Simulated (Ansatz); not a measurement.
Input and output of a self-consistent single point for CoSn (P6mm, 6 atoms in the cell) (Ansatz, a first-principles code).

Method of the run: LDA (PW92), default PAW files made with PBE (plane waves; Ansatz).

```
CoSn
1.0
    5.21981     0.00000     0.00000
   -2.60990     4.52049     0.00000
    0.00000     0.00000     4.16665
Co Sn
3 3
Direct
  0.00000   0.50000   0.00000
  0.50000   0.00000   0.00000
  0.50000   0.50000   0.00000
  0.66667   0.33333   0.50000
  0.33333   0.66667   0.50000
  0.00000   0.00000   0.01200
```

Reference input (self-consistent single point, DFT, LDA (PW92), plane waves, default PAW files made with PBE): basis.ecutwfc = 30.9 Ry; kpoints.mp_grid.grid = 7 7 8; hamiltonian.xc = lda; hamiltonian.pseudopotentials = {kind: paw} (the program's default PAW files); scf.occupations.method = gaussian; scf.occupations.width = 0.0073 Ry. This run's input differs from it in these lines:

Ansatz 0.2 input:
```diff
@@ -15,3 +15,3 @@
 kpoints:
-  mp_grid: { grid: [7, 7, 8] }
+  mp_grid: { grid: [10, 10, 11] }
 hamiltonian:
@@ -20,3 +20,3 @@
 scf:
-  occupations: { method: gaussian, width: 0.0073 Ry }
+  occupations: { method: gaussian, width: 0.0037 Ry }
 output:
```

Log, with long lists cut:

```
SCF iter   1: F=—  HF=-32828.006975 eV  |F-HF|=—  |Δ(HF+E_count)|=         —  Δρ=1.03e-2  dr2=5.44e-2  ethr=1.77e-3  ⟨swp⟩=6.3  Hψ=17975  notcnv=0  defer=35
all-band conjugate gradients solve this SCF's bands
preconditioner: auto → LDOS
SCF iter   2: F=—  HF=-32827.999489 eV  |F-HF|=—  |Δ(HF+E_count)|=   7.49e-3  Δρ=7.35e-3  dr2=2.83e-2  ethr=5.85e-5  ⟨swp⟩=2.0  Hψ=9871  notcnv=0  defer=296
   [... lines left out ...]
SCF iter   5: F=—  HF=-32827.985284 eV  |F-HF|=—  |Δ(HF+E_count)|=   2.41e-4  Δρ=7.47e-4  dr2=3.89e-4  ethr=2.21e-6  ⟨swp⟩=2.5  Hψ=7344  notcnv=0  defer=296
SCF iter   6: F=—  HF=-32827.985244 eV  |F-HF|=—  |Δ(HF+E_count)|=   4.01e-5  Δρ=5.09e-5  dr2=1.93e-6  ethr=4.18e-7  ⟨swp⟩=2.0  Hψ=5274  notcnv=0  defer=296
SCF iter   7: F=—  HF=-32827.985247 eV  |F-HF|=—  |Δ(HF+E_count)|=   2.81e-6  Δρ=3.46e-5  dr2=6.63e-7  ethr=2.08e-9  ⟨swp⟩=2.0  Hψ=8318  notcnv=0  defer=296
SCF iter   8: F=-32827.985247 eV  HF=-32827.985247 eV  |F-HF|=4.37e-8  |Δ(HF+E_count)|=   4.75e-8  Δρ=9.18e-6  dr2=5.89e-8  ethr=1.08e-10  ⟨swp⟩=8.5  Hψ=21823  notcnv=0
SCF 1 converged in 8 iterations: F = -32827.985247 eV  dr2 = 5.89e-8
Free energy (F): -32827.985247 eV
Internal energy: -32827.980449 eV  (E = F + TS)
E sigma→0 (E₀):  -32827.982848 eV
Entropy (-TS):   -0.004798 eV (-0.800 meV/atom)
Fermi energy:    15.026131 eV
--- Forces (eV/Å), atoms counted from 1 ---
  atom   1  Co    -0.00000000    -0.00000000     0.03116174
  atom   2  Co     0.00000000    -0.00000000     0.03116174
  atom   3  Co    -0.00000000    -0.00000000     0.03116174
  atom   4  Sn     0.00000000     0.00000000     0.05681455
  atom   5  Sn    -0.00000000     0.00000000     0.05681455
  atom   6  Sn     0.00000000    -0.00000000    -0.20693930
--- Stress (GPa, compression-positive) ---
       -4.051188       0.000000      -0.000000
        0.000000      -4.051188       0.000000
       -0.000000       0.000000      -4.415462
  P = ⅓ Tr σ = -4.1726 GPa (-41.726 kbar)
  The stress holds the Pulay correction. Without it, at fixed plane waves, as pw.x and ABINIT print it: P = -4.3029 GPa
```

The run converged in 8 iterations. Against the reference run the free energy goes up by 2.7 meV/atom, the pressure moves little (-4.21 to -4.17 GPa) and the largest force stays at 0.207 eV/Å.

The starting cell comes from a database of computed structures (which also holds hypothetical and non-ambient phases and stackings), without a prior relaxation at this level. Its lattice was rescaled by up to half a per cent. One atom was moved a little off its site on purpose. Spin polarisation is off. With a pressure of about -4 GPa the cell is away from its equilibrium volume at this level. Ansatz's pressure includes its estimate of the finite-basis (Pulay) stress.

Cost on one core of a shared machine: roughly 40 s.
